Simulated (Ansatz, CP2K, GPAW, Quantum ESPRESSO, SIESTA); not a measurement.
## One structure in several programs: Sc (P6_3/mmc, 4 atoms in the cell)

Self-consistent single point.

```xyz
4
Lattice="3.2220 0.0000 0.0000 -1.6110 2.7903 0.0000 0.0000 0.0000 10.3667" Properties=species:S:1:pos:R:3 pbc="T T T"
Sc     0.0000     0.0000     0.0000
Sc     0.0000     0.0000     5.1834
Sc     0.0000     1.8602     2.5917
Sc     1.6110     0.9301     7.7750
```

Shared settings, as Ansatz (a quantum-chemistry and plane-wave program) writes them: kpoints.mp_grid.grid = 8 8 3; scf.occupations.method = fermi_dirac; scf.occupations.width = 0.0073 Ry. Potentials and cutoffs stand in the table.

```json
[
 {"code": "SIESTA", "model": "LDA PW92, numerical atomic orbitals DZP, PseudoDojo LDA standard norm-conserving potentials (rewritten from UPF to PSML)", "pressure (GPa)": "-3.62", "cutoff": "grid 300 Ry"},
 {"code": "GPAW", "model": "LDA (Perdew-Wang 92), GPAW PAW datasets LDA (gpaw-data 1.0.1)", "pressure (GPa)": "-1.93", "cutoff": "850 eV"},
 {"code": "Quantum ESPRESSO", "model": "LDA (PZ), GBRV 1.5 ultrasoft (LDA) pseudopotentials", "pressure (GPa)": "-2.01", "cutoff": "50 Ry"},
 {"code": "CP2K", "model": "LDA (Pade form), GPW, DZVP-MOLOPT-SR-GTH basis, GTH-PADE potentials (GTH_POTENTIALS)", "pressure (GPa)": "-1.21", "cutoff": "grid 600 Ry"},
 {"code": "Ansatz", "model": "LDA (PW92), default PAW files made with PBE", "pressure (GPa)": "-2.00", "cutoff": "30.9 Ry"}
]
```

The spread over the programs that give each value: pressure within 2.41 GPa.

SIESTA and CP2K use small atom-centred bases, whose incompleteness enters pressures, forces and empty levels differently from a plane-wave cutoff. Ansatz's pressure is given at a fixed set of plane waves, as the other plane-wave codes print theirs. The same LDA comes in different parametrisations, which differ slightly. In the pressure, SIESTA (by 1.62) lies more than 1 GPa from the median of the plane-wave programs.

The starting cell was generated: these elements placed on a structure prototype, without a prior relaxation; it need not be a known phase or ordering of this composition. Its lattice was rescaled by a random factor within 2.5 % of one.

Left out of this page: Elk (not drawn, or without a comparable value).

Keys are those of Ansatz 0.2.
